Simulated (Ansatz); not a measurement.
Take W in the bcc (W type) structure (space group Im-3m, No. 229; a = 3.169 Å; relaxed with 0.1 eV smearing) as the base. Axes: x, y, z lie along the cube axes.

The values are results of r2SCAN (Ansatz, a quantum-chemistry and plane-wave program), no spin-orbit coupling, not measurements.

For the base:

The pressure comes out as 0.0 GPa.

Perturbation: the symmetric strain tensor [0.0125 -0.0001 0.0063; -0.0001 -0.0020 0.0018; 0.0063 0.0018 0.0010], atoms relaxed at fixed cell.

**Question.** How does this affect the pressure?

**Answer.** The pressure (mean of the normal stresses, compression positive) goes from zero to -3.5 GPa.

No phonon test of stability was made. All final runs are without spin polarisation.
